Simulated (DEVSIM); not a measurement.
System: Au/Al2O3/p-Ge capacitor, at 300 K.

```csv
layer (left to right),material,thickness (nm),Na (cm⁻³)
1,Al2O3,8.00,-
2,Ge,6300,8.8e15
```

Metal gate on the left, work function 5.1 eV. Fixed charge at the semiconductor interface 0 cm⁻² (in units of +e); no interface traps.

Constants are typed, rounded textbook-type inputs, not results; the design itself was drawn at random and stands for no fabricated device. Values at 300 K.

```
parameter      Al2O3       Ge
-------------  -----  -------
gap (eV)         6.8    0.664
affinity (eV)   1.35        4
permittivity       9       16
Nc (cm⁻³)          -  1.04e19
Nv (cm⁻³)          -     6e18
```

Simulated with DEVSIM: 1D Poisson equation in equilibrium, Boltzmann statistics, complete ionisation; no quantum confinement or tunnelling. Metal contacts follow the ideal Schottky-Mott rule: no Fermi-level pinning, no interface dipoles.

Q: Tabulate band edges, carrier densities and field at 0.9 V on the gate.

A: Energies count from the Fermi level of the right contact; mesh points crowd at the junctions.

```
x (μm)    Ec (eV)  Ev (eV)  n (cm⁻³)  p (cm⁻³)  field (V/cm)
--------  -------  -------  --------  --------  ------------
0.000       2.850   -3.950     < 1e2     < 1e2         39000
0.001351    2.855   -3.945     < 1e2     < 1e2         39000
0.003804    2.865   -3.935     < 1e2     < 1e2         39000
0.006389    2.875   -3.925     < 1e2     < 1e2         39000
0.008169    0.232   -0.432    1.3e15    3.3e11         22000
0.009940    0.235   -0.429    1.2e15    3.8e11         22000
0.01407     0.244   -0.420    8.2e14    5.3e11         21000
0.02897     0.275   -0.389    2.5e14    1.7e12         20000
0.05848     0.329   -0.335    3.1e13    1.4e13         17000
0.1233      0.416   -0.247    1.0e12    4.2e14         10000
0.2786      0.489   -0.175    6.3e10    7.0e15          1100
0.8384      0.495   -0.169    5.0e10    8.8e15           ≈ 0
1.947       0.495   -0.169    5.0e10    8.8e15           ≈ 0
4.064       0.495   -0.169    5.0e10    8.8e15           ≈ 0
5.575       0.495   -0.169    5.0e10    8.8e15           ≈ 0
5.995       0.495   -0.169    5.0e10    8.8e15           ≈ 0
6.174       0.495   -0.169    5.0e10    8.8e15           ≈ 0
6.251       0.495   -0.169    5.0e10    8.8e15           ≈ 0
6.290       0.495   -0.169    5.0e10    8.8e15           ≈ 0
6.301       0.495   -0.169    5.0e10    8.8e15           ≈ 0
6.306       0.495   -0.169    5.0e10    8.8e15           ≈ 0
6.308       0.495   -0.169    5.0e10    8.8e15           ≈ 0
```
